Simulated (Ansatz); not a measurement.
The starting structures come from a database of crystals and need not be the phases stable at ambient conditions.

 Where the default PAW files enter, the runs use the earlier of Ansatz's two default sets.

```
CaCsH3
1.0
    4.62119     0.00000     0.00000
    0.00000     6.53535     0.00000
    0.00000     3.26767     3.26767
Cs Ca H
1 1 3
Direct
  0.00000   0.00000   0.00000
  0.50000   0.50000   0.00000
  0.50000   0.50000   0.50000
  0.50000   0.00000   0.50000
  0.00000   0.50000   0.00000
```

Space group of this cell: Pm-3m, cubic perovskite. The cell is taken as given.

Transport runs along the normal of the first two printed cell vectors, the (110) plane of the conventional cell.

No gap correction and no spin-orbit coupling; mid-gap values are interpolated between computed energies.

Problem. Compute, with r2SCAN (Ansatz, a first-principles code), the band gap and the smallest decay constant κ at mid-gap.

Solution. Gap 3.65 eV on a 10×10×10 mesh; κ = 0.327 1/Å, at the zone centre.
